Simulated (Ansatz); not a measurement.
The starting structures come from a database of crystals and need not be the phases stable at ambient conditions.

By PBEsol, the system below comes out a metal.

The ballistic (Sharvin) conductance counts the channels at the Fermi level: G/A = (e²/h) × channels of both spins per area.

Consider the following.

```
Cu
1.0
    4.38340     0.00000     0.00000
    0.00000     8.26182     0.00000
    2.19170     0.00000     1.26538
Cu
4
Cartesian
  0.00000   0.00000   0.00000
  0.00000   4.13091   0.00000
  2.92227   2.06546   0.00000
  1.46113   6.19637   0.00000
```

The cell is taken as given; by PBEsol it stands under a pressure of -2.0 GPa.

The current flows along the normal of the first two printed cell vectors, the (110) plane of the conventional cell. No spin-orbit coupling; the value is a mean over 0.1 eV about the Fermi level.

Estimate the ballistic conductance per area that Ansatz (an electronic-structure program) with PBEsol returns for this system.

1.2 × 10¹⁵ S/m² for both spins.
